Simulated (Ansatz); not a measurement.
For cubic perovskite CaTiO3 (cubic high-temperature phase), LDA (PAW; Ansatz, a first-principles code) gives:

```
Quantity                     Value
------------------  --------------
lattice constant a         3.804 Å
formation enthalpy  -3.467 eV/atom
```

Q: What does PBEsol in Ansatz (PAW) give for the same quantities?

A: 
- lattice constant a: 3.841 Å (rises by 1.0 %)
- formation enthalpy: -3.183 eV/atom (moves by +0.284 eV/atom)

Changes are worked out from the printed values.

Unless a cell is named, each level is at its own relaxed cell (LDA 11.01, PBEsol 11.33 Å³/atom).

Caveats: the relaxation could not lower the start's symmetry, so the cell can be a saddle point above a distorted one (LDA, PBEsol). Ansatz's density-functional and Hartree–Fock values are scalar-relativistic unless marked +SOC, with PAW data made under PBE.
